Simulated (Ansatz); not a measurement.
Reference: SrTe (Fm-3m), PBEsol, rigid bands (plane waves, PAW, scalar-relativistic; Ansatz, a quantum-chemistry and plane-wave program); axes and stresses refer to this cell.

```yaml
crystal:
  lattice:
    - [0.00000, 3.30344, 3.30344]
    - [3.30344, 0.00000, 3.30344]
    - [3.30344, 3.30344, 0.00000]
  atoms:
    - { symbol: Sr, position: [0.00000, 0.00000, 0.00000] }
    - { symbol: Te, position: [0.50000, 0.50000, 0.50000] }
```

The Seebeck coefficient, p-type 1e19 cm⁻³ comes out as 319 μV/K and the hole conductivity mass is 0.60 mₑ. The electron conductivity mass comes out as 0.35 mₑ.

Question: Change: functional PBE, cell relaxed with it. What happens to Seebeck coefficient, p-type 1e19 cm⁻³, hole conductivity mass, electron conductivity mass?

Answer: Seebeck coefficient, p-type 1e19 cm⁻³ rises to 331 μV/K; hole conductivity mass increases to 0.67 mₑ; electron conductivity mass increases to 0.37 mₑ.

Question: Change: functional r2SCAN on the same cell. What happens to Seebeck coefficient, p-type 1e19 cm⁻³, hole conductivity mass, electron conductivity mass?

Answer: Seebeck coefficient, p-type 1e19 cm⁻³ moves little, to 327 μV/K; hole conductivity mass goes up to 0.63 mₑ; electron conductivity mass moves little, to 0.35 mₑ.

Masses are for dilute carriers at 300 K, harmonic means over directions unless an axis is named. Seebeck coefficients are for the stated density at 300 K, with one relaxation time for all states and whether or not that doping can be reached. Spin-orbit coupling is left out unless a row names it; without it the gap and masses of crystals with these elements can be far off. 

Computed structure with no diffraction record at hand here (it may be known, metastable or hypothetical): SrTe (Fm-3m).
